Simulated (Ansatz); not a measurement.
Structures of equal composition on the (111)A surface of 3C silicon carbide (Si plane on top): (√3x√3)R30° Ga adatom at H3; (√3x√3)R30° Ga adatom at T4. The slabs share one bottom face, and each structure is named by its start. These are constructed structures in small cells; real faces may alloy, dewet or reconstruct in larger ones, and not all known structures of the face are among them. Slabs of about 10 Å with all that they carry, Fermi-Dirac smearing of 0.025 eV. Bottom of the slabs: H caps. Relaxed from the named starts with such symmetry as they have, on meshes of like density; energies extrapolated to zero smearing; no spin-orbit coupling, no U. Spin-polarised runs, if any, are marked in brackets, and their order is one that fits the cell; the others ran without spin. Where a second, spin-polarised start was run, the lower counts.

Host crystal: 3C silicon carbide, with a band gap (PBE, scalar-relativistic without spin-orbit coupling).

All values below come from HSE06, at the PBE geometry (plane waves to 420 eV, PAW; Ansatz, an electronic-structure program).

Problem. Rank these by energy per 1x1 cell (lowest first), as HSE06, at the PBE geometry gives it.

Solution. (√3x√3)R30° Ga adatom at T4 (0.000 eV), (√3x√3)R30° Ga adatom at H3 (0.235 eV)
